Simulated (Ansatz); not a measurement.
# SrTiO3: Ti → V

The parent structure is SrTiO$_{3}$ in the cubic perovskite structure (space group Pm-3m, No. 221; a = 3.8914 Å).

It is then changed as follows: every Ti is replaced by V; the structure is relaxed again.

The values are results of PBEsol (Ansatz, a program for electronic structure; PAW; 420 eV plane waves; scalar-relativistic without spin-orbit coupling), earlier PAW set, not measurements. k-mesh 12×12×12 (Γ-centred); smearing 0.05 eV (Fermi–Dirac), for the changed cell.

The volume per atom drops by 0.723 Å³ to 11.06 Å³ and the density rises by 0.43 g/cm³, from 5.17 g/cm³ to 5.60 g/cm³. The space group is still Pm-3m (No. 221) and the band gap goes from 1.86 eV to zero.

Final structure:

```
CELL_PARAMETERS angstrom
      3.81018     0.00000     0.00000
      0.00000     3.81018     0.00000
      0.00000     0.00000     3.81018
ATOMIC_POSITIONS crystal
  Sr 0.00000 0.00000 0.00000
  V  0.50000 0.50000 0.50000
  O  0.00000 0.50000 0.50000
  O  0.50000 0.50000 0.00000
  O  0.50000 0.00000 0.50000
```

Stability against distortions was not tested. Seeded moments were not kept for Ti → V. No Hubbard U is applied, and correlation can decide whether such a compound is a metal. The final runs are not spin-polarised. An odd electron count without spin: SrVO3. Many cubic perovskites are stable only at high temperature; tilts and polar distortions were not tested.
